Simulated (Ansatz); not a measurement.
Base system: PbS in the rock salt structure (space group Fm-3m, No. 225; a = 5.845 Å).

The values are results of LDA/PAW in Ansatz (an electronic-structure program), spin-orbit coupling left out, not measurements.

One change was made to it. Results:

```csv
quantity,base,after
density,7.96 g/cm³,8.21 g/cm³
shortest interatomic distance,2.923 Å,2.893 Å
```

### Question
What was done to the base?
A) pressure −2 GPa
B) pressure 0.9 GPa
C) pressure 2.1 GPa

### Answer
C, pressure 2.1 GPa. For comparison, the density in the other runs: pressure 0.9 GPa gives 8.07 g/cm³; pressure −2 GPa gives 7.70 g/cm³.

Load acts through the strain it causes; cell and atoms are relaxed under it. Stability against distortions was not tested. The final runs are not spin-polarised.
